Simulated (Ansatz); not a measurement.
AlPO4, treated with HSE06 (Ansatz, a quantum-chemistry and plane-wave program, PAW).

Run with plane-wave cutoff 520 eV, 8×8×8 k mesh, Fermi–Dirac smearing 0.03 eV, scalar-relativistic PAW data made under PBE.

Starting structure:

```xyz
6
Lattice="-2.5104 2.5104 3.6891 2.5104 -2.5104 3.6891 2.5104 2.5104 -3.6891" Properties=species:S:1:pos:R:3 pbc="T T T"
Al     0.0000     0.0000     0.0000
P      0.0000     2.5104     1.8445
O      1.1574     2.9843     2.7121
O      0.4740     1.3529     0.9770
O     -1.1574     2.0364     2.7121
O     -0.4740     3.6678     0.9770
```

Question: Into what structure does the relaxation of cell and atoms lead at this level, with the symmetry of the start kept?

Answer: The volume increases by 2.4 %; final space group I-4.
```xyz
6
Lattice="-2.5361 2.5361 3.7018 2.5361 -2.5361 3.7018 2.5361 2.5361 -3.7018" Properties=species:S:1:pos:R:3 pbc="T T T"
Al     0.0000     0.0000     0.0000
P      0.0000     2.5361     1.8509
O      1.1722     2.9726     2.7206
O      0.4365     1.3640     0.9812
O     -1.1722     2.0996     2.7206
O     -0.4365     3.7083     0.9812
```

Note: the relaxation could not lower the start's symmetry, so the cell can be a saddle point above a distorted one.
